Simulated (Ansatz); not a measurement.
What biaxial strain +1.75 %, plane normal [001], relaxed out of plane does to TiAl

Start from TiAl (space group P4/mmm, No. 123; a = 2.813 Å, c = 4.058 Å). Axes: x, y, z lie along a, b, c of the conventional cell.

The change: tensile biaxial strain of 1.75 % in the plane normal to [001], as in epitaxy on a mismatched substrate; the out-of-plane cell vector and the atoms relax.

Computed with r2SCAN in Ansatz (plane waves to 500 eV, PAW, without spin-orbit coupling). Γ-centred 16×16×12 mesh, Fermi–Dirac width 0.05 eV.

The volume per atom grows by 0.286 Å³ to 16.34 Å³ and the space group stays P4/mmm (No. 123). The shortest interatomic distance increases by 2.9 pm (281.3 pm → 284.2 pm) and the pressure (mean of the normal stresses, compression positive) goes from zero to -2.1 GPa. The band gap is still zero and the out-of-plane strain amounts to -1.69 % (rough). The mean in-plane stress (compression positive) is -3.1 GPa (rough).

Without a gap, meshes like the base's 16×16×12 leave anisotropic stresses uncertain by several tenths of a GPa, and small strain energies with them. Whether these cells are dynamically stable was not tested. The final runs are not spin-polarised.

Ansatz is a first-principles code.
